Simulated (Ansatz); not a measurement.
Base system: SnO in the litharge type structure (space group P4/nmm, No. 129; a = 3.7927 Å, c = 4.7644 Å; layered, stacked along the Cartesian z axis). Axes: x, y, z lie along a, b, c of the conventional cell.

Calculations: r2SCAN+rVV10/PAW in Ansatz (a program for electronic structure), spin-orbit coupling left out, earlier PAW set.

For the base:

- Band gap: zero
- Volume per atom: 17.13 Å³

The change: uniaxial stress, 8 GPa tension along x, with the cell and atoms free to relax against it.

Task: Predict the new band gap, energy relative to the base and volume per atom.

Result: The band gap changes from zero to 0.70 eV; the energy grows by 62 meV/atom; the volume per atom increases by 1.084 Å³ to 18.22 Å³.

Load acts through the strain it causes; cell and atoms are relaxed under it. Stability under load was not tested beyond the relaxation. The final runs are not spin-polarised. Under uniaxial stress, 8 GPa tension along x the cell changed shape so far that it is another structure. The zero or small gap of SnO can change with the level of theory.
